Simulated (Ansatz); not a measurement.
Worked example: relaxation of the atoms of Ag (R3m, 3 atoms in the cell) in Ansatz (a first-principles code).

Method of the run: LDA (PW92), default PAW files made with PBE (plane waves; Ansatz).

The change in words: one atom moved by 0.15 angstrom; relax: default → atoms; relax.f_tol: default → 0.001 eV/Å. Reference geometry:
```xyz
3
Lattice="1.4657 0.8462 7.1686 -1.4657 0.8462 7.1686 0.0000 -1.6924 7.1686" Properties=species:S:1:pos:R:3 pbc="T T T"
Ag     0.0000     0.0000     0.0000
Ag     0.0000     0.0000    16.7255
Ag     0.0000     0.0000     4.7804
```

Reference input (self-consistent single point, DFT, LDA (PW92), plane waves, default PAW files made with PBE): basis.ecutwfc = 420 eV; kpoints.mp_grid.grid = 13 13 13; hamiltonian.xc = lda; hamiltonian.pseudopotentials = {kind: paw} (the program's default PAW files); scf.occupations.method = fermi_dirac; scf.occupations.width = 0.1 eV. This run's input differs from it in these lines:

```diff
@@ -6,3 +6,3 @@
   atoms:
-    - { symbol: Ag, position: [0.000000, 0.000000, 0.000000] }
+    - { symbol: Ag, position: [0.006975, 0.006975, 0.006975] }
     - { symbol: Ag, position: [0.777717, 0.777717, 0.777717] }
@@ -18,2 +18,4 @@
   occupations: { method: fermi_dirac, width: 0.1 }
+relax:
+  f_tol: 0.001
 output:
```

Log, with long lists cut:

```
   [... SCF lines of the steps left out ...]
relax step   1: F+E_penalty+E_count = -22374.21664946 eV  Δ(F+E_penalty+E_count) = +0.000e0 eV  max|allowed force component| = 6.477e-1 eV/Å  Δτ_max = 0.0000 Å  (7 SCF iters, dr2 threshold 1.00e-7 eV, accepted)
relax step   2: F+E_penalty+E_count = -22374.25745233 eV  Δ(F+E_penalty+E_count) = -4.080e-2 eV  max|allowed force component| = 2.222e-1 eV/Å  Δτ_max = 0.1337 Å  (6 SCF iters, dr2 threshold 2.62e-5 eV, accepted)
relax step   3: F+E_penalty+E_count = -22374.26403787 eV  Δ(F+E_penalty+E_count) = -6.586e-3 eV  max|allowed force component| = 3.647e-3 eV/Å  Δτ_max = 0.0331 Å  (6 SCF iters, dr2 threshold 3.08e-6 eV, accepted)
relax step   4: F+E_penalty+E_count = -22374.26403804 eV  Δ(F+E_penalty+E_count) = -1.687e-7 eV  max|allowed force component| = 3.550e-3 eV/Å  Δτ_max = 0.0000 Å  (4 SCF iters, accepted)
relax step   5: F+E_penalty+E_count = -22374.26403968 eV  Δ(F+E_penalty+E_count) = -1.641e-6 eV  max|allowed force component| = 4.020e-5 eV/Å  Δτ_max = 0.0006 Å  (5 SCF iters, accepted)
the relaxation is at rest under the 6 symmetry operations that the run kept from its start: a minimum is not shown …
Stability not checked: this state was not tested for a lower state beside it, because too few of the mixer's solves of this state at the end of the SCF gave a …
Free energy (F): -22374.264040 eV
Internal energy: -22374.236957 eV  (E = F + TS)
E sigma→0 (E₀):  -22374.250499 eV
Entropy (-TS):   -0.027082 eV (-9.027 meV/atom)
Fermi energy:    16.073798 eV
--- Forces (eV/Å), atoms counted from 1 ---
  atom   1  Ag     0.00000000     0.00000000     0.00002742
   [... lines left out ...]
  F+E_penalty+E_count = -22374.26403968 eV   max|allowed force component| = 4.020e-5 eV/Å
  atoms:
    - { symbol: Ag, position: [0.002324828207604823, 0.002324828207604823, 0.0023248282076048276] }
    - { symbol: Ag, position: [0.7799869149642684, 0.7799869149642684, 0.7799869149642683] }
    - { symbol: Ag, position: [0.22466325682812666, 0.22466325682812666, 0.22466325682812666] }
```

The run converged. 

Summary of the result:
- Free energy E − TS (on the zero of these files): -22374.2640 eV
- Fermi level (on the code's own zero): 16.07 eV
- Pressure: -10.76 GPa
- Relaxation steps: 5

The starting cell comes from a database of computed structures (which also holds hypothetical and non-ambient phases and stackings), without a prior relaxation at this level. Its lattice was rescaled by up to half a per cent. For this run, on top of that: one atom moved by 0.15 angstrom. The relaxation keeps the symmetry of its start, so its end need not be a minimum. Ansatz's pressure includes its estimate of the finite-basis (Pulay) stress.

Cost on one core of a shared machine: roughly 3 min.

Keys are those of Ansatz 0.2.
